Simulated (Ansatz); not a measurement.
Consider Os in the hcp (Mg type) structure (space group P6_3/mmc, No. 194).

```xyz
2
Lattice="2.7295 0.0000 0.0000 -1.3647 2.3638 0.0000 0.0000 0.0000 4.3066" Properties=species:S:1:pos:R:3 pbc="T T T"
Os     0.0000     1.5759     3.2300
Os     1.3647     0.7879     1.0767
```

Method: PBEsol (Ansatz, a quantum-chemistry and plane-wave program), no SOC, earlier PAW set.

One change was made to it. Results:

```
quantity                              base        after
-----------------------------  -----------  -----------
density                        22.74 g/cm³  19.02 g/cm³
band gap                              zero         zero
shortest interatomic distance      2.668 Å      2.752 Å
```

### Question
Which change produced these results?
A. Os → Ru
B. Os → Pt
C. Os → W

### Answer
C, Os → W. For comparison, the density in the other runs: Os → Ru gives 12.60 g/cm³; Os → Pt gives 21.40 g/cm³.

Whether these cells are dynamically stable was not tested. For W and Pt in this form, whether it has been made was not checked. The final runs are not spin-polarised. Pt lies near a magnetic instability that expansion can trigger; it was not tested. Pt has a high density of states at the Fermi level and may be magnetic at this level. This is not the structure that W has at room temperature and ambient pressure. This is not the structure that Pt has at room temperature and ambient pressure.
